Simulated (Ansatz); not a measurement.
Input and output of a self-consistent single point for Cd (P6_3/mmc, 2 atoms in the cell) (Ansatz, an electronic-structure program).

Level of theory: PBEsol, default PAW files made with PBE (plane waves; Ansatz).

```xyz
2
Lattice="1.5019 -2.6014 0.0000 1.5019 2.6014 0.0000 0.0000 0.0000 5.6650" Properties=species:S:1:pos:R:3 pbc="T T T"
Cd     1.5019     0.8671     1.4162
Cd     1.5019    -0.8671     4.2487
```

Reference input (self-consistent single point, DFT, PBE, plane waves, default PAW files): kpoints.mp_grid.grid = 13 13 6; hamiltonian.xc = pbe; hamiltonian.pseudopotentials = {kind: paw} (the program's default PAW files); scf.occupations.method = gaussian; scf.occupations.width = 0.1 eV. This run's input differs from it in these lines:

Ansatz 0.2 input:
```diff
@@ -12,3 +12,3 @@
 hamiltonian:
-  xc: pbe
+  xc: pbesol
   pseudopotentials: { kind: paw }
```

The program printed (abridged):

```
SCF iter   1: F=—  HF=-16368.115740 eV  |F-HF|=—  |Δ(HF+E_count)|=         —  Δρ=5.82e-3  dr2=1.36e-2  ethr=1.77e-3  ⟨swp⟩=5.6  Hψ=7670  notcnv=0
all-band conjugate gradients solve this SCF's bands
preconditioner: auto → Kerker (q_TF=auto, 2.683 Å⁻¹)
SCF iter   2: F=—  HF=-16368.112094 eV  |F-HF|=—  |Δ(HF+E_count)|=   3.65e-3  Δρ=1.78e-3  dr2=1.72e-3  ethr=3.40e-5  ⟨swp⟩=2.5  Hψ=3926  notcnv=0
SCF iter   3: F=—  HF=-16368.111528 eV  |F-HF|=—  |Δ(HF+E_count)|=   5.66e-4  Δρ=6.71e-4  dr2=2.03e-4  ethr=4.30e-6  ⟨swp⟩=2.0  Hψ=2717  notcnv=0
SCF iter   4: F=—  HF=-16368.111470 eV  |F-HF|=—  |Δ(HF+E_count)|=   5.83e-5  Δρ=1.47e-4  dr2=8.51e-6  ethr=5.08e-7  ⟨swp⟩=2.2  Hψ=2940  notcnv=0
SCF iter   5: F=—  HF=-16368.111480 eV  |F-HF|=—  |Δ(HF+E_count)|=   1.02e-5  Δρ=3.22e-5  dr2=4.78e-7  ethr=2.13e-8  ⟨swp⟩=2.5  Hψ=3048  notcnv=0
SCF iter   6: F=-16368.111480 eV  HF=-16368.111480 eV  |F-HF|=1.75e-9  |Δ(HF+E_count)|=   4.11e-8  Δρ=4.87e-6  dr2=1.10e-8  ethr=2.50e-10  ⟨swp⟩=5.2  Hψ=8152  notcnv=0
SCF 1 converged in 6 iterations: F = -16368.111480 eV  dr2 = 1.10e-8
Free energy (F): -16368.111480 eV
Internal energy: -16368.108285 eV  (E = F + TS)
E sigma→0 (E₀):  -16368.109883 eV
Entropy (-TS):   -0.003195 eV (-1.597 meV/atom)
Fermi energy:    14.055021 eV
--- Forces (eV/Å), atoms counted from 1 ---
  atom   1  Cd    -0.00000000    -0.00000000     0.00000000
  atom   2  Cd    -0.00000000     0.00000000     0.00000000
--- Stress (GPa, compression-positive) ---
       -2.982102       0.000000       0.000000
       -0.000000      -2.982102       0.000000
        0.000000       0.000000      -2.619248
  P = ⅓ Tr σ = -2.8612 GPa (-28.612 kbar)
  The stress holds the Pulay correction. Without it, at fixed plane waves, as pw.x and ABINIT print it: P = -2.9008 GPa
```

The run converged in 6 iterations. Against the reference run the pressure goes from 1.35 to -2.86 GPa.

The starting cell has typed, rounded lattice constants, without a prior relaxation at this level. Its lattice was rescaled by a random factor within 2.5 % of one. Ansatz's pressure includes its estimate of the finite-basis (Pulay) stress.
